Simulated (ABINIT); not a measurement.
# A series of runs on NbP (I4_1md, 4 atoms in the cell)

```xyz
4
Lattice="-1.7091 1.7091 5.8572 1.7091 -1.7091 5.8572 1.7091 1.7091 -5.8572" Properties=species:S:1:pos:R:3 pbc="T T T"
Nb     0.0000     0.0000     8.7844
Nb     1.7091     0.0000     5.8558
P      0.0000     0.0000     3.8980
P      1.7091     0.0000     0.9694
```

Base run A: PBE, norm-conserving pseudopotentials (PseudoDojo nc-sr-05 PBE standard) (ABINIT), self-consistent single point.

Its settings: pseudos = [Nb.upf, P.upf]; ecut = 82 Ry; ixc = 11; occopt = 7; tsmear = 0.2 eV; ngkpt = 6 6 6; nshiftk = 1; shiftk = 0 0 0; potentials = PseudoDojo nc-sr-05 PBE standard; nband = 24; kptopt = 1; nstep = 100; tolvrs = 1e-12.

The starting cell comes from a database of computed structures (which also holds hypothetical and non-ambient phases and stackings), without a prior relaxation at this level. Its lattice was rescaled by a random factor within 2.5 % of one. Spin polarisation is off. In the base run, with a pressure of about -11 GPa the cell is away from its equilibrium volume at this level.

ΔF is the free energy per atom less that of run A. 

Run A gave: pressure (GPa) -10.69; largest force (eV/Å) 0.009; iterations 13.

Runs:
- B: iscf, diemix = 2, 0.5
- C: iscf, diemix = 3, default
- D: iscf, diemix = 4, default
- E: iscf, diemix = 17, default
- F: iscf, diemix = default, 0.2

### Question
Which runs reach the base run's state, and which is quickest in iterations?

### Answer
Runs B, C, D, E, F gave the same state as A (within 1 meV/atom). The fewest iterations to that state were 12 (E); the most were 36.

```
run  ΔF (meV/atom)  pressure (GPa)  largest force (eV/Å)  iterations
---  -------------  --------------  --------------------  ----------
A             0.00          -10.69                 0.009          13
B             0.00          -10.69                 0.009          36
C             0.00          -10.69                 0.009          14
D             0.00          -10.69                 0.009          14
E             0.00          -10.69                 0.009          12
F             0.00          -10.69                 0.009          20
```
